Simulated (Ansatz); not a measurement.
The structure below was relaxed with Ansatz (a program for electronic structure) PBE, no spin-orbit coupling.

```yaml
crystal:
  lattice:
    - [-2.81864, 2.81864, 5.63783]
    - [2.81864, -2.81864, 5.63783]
    - [2.81864, 2.81864, -5.63783]
  atoms:
    - { symbol: Ge, position: [0.37212, 0.37212, 0.49096] }
    - { symbol: Ge, position: [0.88116, 0.88116, 0.50904] }
    - { symbol: Ge, position: [0.11884, 0.62788, 0.00000] }
    - { symbol: Ge, position: [0.62788, 0.11884, 0.00000] }
    - { symbol: Si, position: [0.25000, 0.75000, 0.50000] }
    - { symbol: Si, position: [0.75000, 0.25000, 0.50000] }
    - { symbol: Si, position: [0.00000, 0.00000, 0.00000] }
    - { symbol: Ge, position: [0.50000, 0.50000, 0.00000] }
```

### Question
Find the space group and the Wyckoff positions.

### Answer
Space group I-42m (No. 121); a = b = 5.6373 Å, c = 11.2757 Å, α = β = γ = 90.00°

```tsv
atom	site	symmetry	x	y	z
Ge	8i	..m	0.2455	0.2455	0.1266
Si	4d	-4..	0.0000	0.5000	0.2500
Si	2a	-42m	0.0000	0.0000	0.0000
Ge	2b	-42m	0.0000	0.0000	0.5000
```

These are small ordered cells, not random alloys; other orderings at the same x differ. Whether these cells are dynamically stable was not tested. The cell was made from Si by this change: x(Ge) = 0.625, 8 atoms, I-42m.
